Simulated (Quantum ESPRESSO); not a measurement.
Troubleshooting Quantum ESPRESSO: a failed run on CdO (Fm-3m, 2 atoms in the cell). The aim is a self-consistent single point with DFT, PBE, plane waves, PseudoDojo standard norm-conserving (PBE) pseudopotentials.

This input was run:

```fortran
&control
    calculation = 'scf'
    prefix = 'cdo'
    outdir = './out'
    pseudo_dir = './'
    tprnfor = .true.
    tstress = .true.
/
&system
    ibrav = 0
    nat = 2
    ntyp = 2
    ecutwfc = 105
    occupations = 'smearing'
    smearing = 'gaussian'
    degauss = 0.0147
/
&electrons
    conv_thr = 1e-10
    electron_maxstep = 2
    mixing_beta = 0.4
/
ATOMIC_SPECIES
Cd   112.4140  Cd.upf
O     15.9990  O.upf
CELL_PARAMETERS bohr
   0.0000000000     4.5120499349     4.5120499349
   4.5120499349     0.0000000000     4.5120499349
   4.5120499349     4.5120499349     0.0000000000
ATOMIC_POSITIONS crystal
Cd    0.0000000000    0.0000000000    0.0000000000
O     0.5000000000    0.5000000000    0.5000000000
K_POINTS automatic
8 8 8  0 0 0
```

Output, abridged:

```
     Self-consistent Calculation

     iteration #  1     ecut=   105.00 Ry     beta= 0.40

     total energy              =    -383.57992753 Ry
     estimated scf accuracy    <       0.51717113 Ry

     iteration #  2     ecut=   105.00 Ry     beta= 0.40

     total energy              =    -383.71891118 Ry
     estimated scf accuracy    <       0.09039287 Ry
     End of self-consistent calculation

     convergence NOT achieved after   2 iterations: stopping

   JOB DONE.
```

### Question
What is wrong, and how is it fixed?

### Answer
The fault is an iteration limit that is too low. The loop is cut before its threshold is met, so whatever is printed at the end is not self-consistent. To fix it, raise the limit, or leave it to the default. The run ended unconverged after 2 iterations.

The sound input it was made from differs as follows (other fixes are possible):
```diff
-    electron_maxstep = 2
```

With that input, the run converged in 12 iterations: free energy E − TS -5220.9385 eV; Fermi level (on the code's own zero) 12.10 eV; pressure -0.62 GPa (DFT, PBE, plane waves, PseudoDojo standard norm-conserving (PBE) pseudopotentials).

On the sound input: the starting cell comes from a database of computed structures (which also holds hypothetical and non-ambient phases and stackings), without a prior relaxation at this level. Its lattice was rescaled by a random factor within 2.5 % of one. The run gives no clean gap (levels at the Fermi energy touch, overlap or are partly filled at this smearing), which alone does not show that the compound is a metal.
